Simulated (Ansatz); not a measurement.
C on the N site (C_N) in beta Si3N4: one set of geometries, relaxed with PBE, evaluated in Ansatz (PAW, plane waves to 420 eV, 500 eV under r2SCAN) with PBE, r2SCAN.

Details: 84-site cell; 2×2×2 shifted k-points; start: the N(2,3-fold) site; charged states image-corrected; finite-size errors of tenths of an eV; flagged in the runs: a doubtful potential alignment, a host whose relaxation on this sampling wasn't shown to rest.

| quantity | PBE | r2SCAN |
|---|---|---|
| host gap (eV) | 4.25 | 4.90 |
| ε(0/−1) above the VBM (eV) | 1.09 | 1.45 |
| neutral formation energy against graphite, N2 molecule in a box (eV) | 3.49 | 3.57 |
| largest moment on one atom at charge 0 (μB) | 0.37 | 0.40 |

PBE narrows the gap by 0.65 eV against r2SCAN, the highest level run, and puts the levels 0.36 eV lower above the valence-band maximum on average.

Ansatz is a first-principles code.
